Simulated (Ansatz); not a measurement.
The parent structure is Rb in the bcc (W type) structure (space group Im-3m, No. 229; a = 5.675 Å).

Level of theory: PBE in Ansatz (plane waves to 420 eV, PAW, scalar-relativistic without spin-orbit coupling).

Base values:

```
Item                  Result
-------------------  -------
Lattice parameter a  5.675 Å
```

Modification: cell and atoms relaxed at a pressure of 0.3 GPa.

Estimate the effect on the lattice parameter a.

The lattice parameter a falls by 0.171 Å, from 5.675 Å to 5.504 Å.

Load acts through the strain it causes; cell and atoms are relaxed under it. No phonon test of stability was made. All final runs are without spin polarisation.

Ansatz is a program for electronic structure.
